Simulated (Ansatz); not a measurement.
The parent structure is AgBr in the rock salt structure (space group Fm-3m, No. 225).

```
CELL_PARAMETERS angstrom
      0.00000     2.92042     2.92042
      2.92042     0.00000     2.92042
      2.92042     2.92042     0.00000
ATOMIC_POSITIONS crystal
  Ag 0.00000 0.00000 0.00000
  Br 0.50000 0.50000 0.50000
```

Computed with PBE/PAW in Ansatz (a quantum-chemistry and plane-wave program), no SOC.

Before the change:

```
Quantity                      Result
-------------------  ---------------
Gap character        indirect, L → Γ
Volume per atom             24.91 Å³
Smallest direct gap          2.44 eV
```

One thing is altered: a hydrostatic pressure of 10 GPa.

How does this affect the gap character?

The gap character is still indirect, L → Γ.

Estimate the effect on the volume per atom.

The volume per atom drops by 3.804 Å³, from 24.91 Å³ to 21.10 Å³.

Estimate the effect on the smallest direct gap.

The smallest direct gap goes up by 0.61 eV, from 2.44 eV to 3.05 eV.

Load acts through the strain it causes; cell and atoms are relaxed under it. Whether these cells are dynamically stable was not tested. No other phases were tried under pressure.
